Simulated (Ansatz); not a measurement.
System: cubic perovskite KMgF3. Method: r²SCAN in Ansatz (plane waves, PAW).

Numerical settings: plane-wave cutoff 560 eV, 8×8×8 k mesh, Fermi–Dirac smearing 0.01 eV, scalar-relativistic PAW data made under PBE.

The cell has the measured lattice: a = b = c = 3.9897 Å, α = β = γ = 90.00°.

Task: Give the computed band gap and smallest direct gap on the k points sampled.

Result: 
band gap: 8.25 eV (indirect)
smallest direct gap on the k points sampled: 8.56 eV

Note: cell and atoms aren't relaxed at this level (pressure -0.5 GPa).

Ansatz is a program for electronic structure.
